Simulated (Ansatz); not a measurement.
# HfO2: 4 layers

Take HfO$_{2}$ in the fluorite structure (space group Fm-3m, No. 225; a = 5.059 Å) as the base. Axes: x, y, z lie along the cube axes.

One thing is altered: a free-standing slab of 4 layers (12 atoms, 3 a layer) is cut normal to [111], with 15 Å of vacuum and the in-plane cell held at bulk.

Computed with Kohn–Sham DFT with the r2SCAN functional, run in Ansatz (a first-principles code) with PAW and 500 eV plane waves, scalar-relativistic without spin-orbit coupling, earlier PAW set. k-mesh 11×11×1 (Γ-centred); smearing 0.05 eV (Fermi–Dirac), for the changed cell.

The layer's space group (with vacuum) comes out as P-3m1 (No. 164) and the shortest interatomic distance drops by 0.0595 Å, from 2.191 Å to 2.131 Å. The band gap rises by 0.28 eV (4.30 eV → 4.58 eV) and the gap character comes out as direct at M. The excess energy per area of both faces (slab less bulk energy over the cell's area: twice a surface energy) is 2.19 J/m² and the thickness between the outermost nuclei comes out as 10.25 Å.

The excess energy carries the mismatch between the slab's and the bulk's meshes. With Hf present, leaving out spin-orbit coupling can change the band edges. Stability against distortions was not tested. This is not the structure that HfO2 has at room temperature and ambient pressure. Labels are those of the standard path for the cell's own space group.
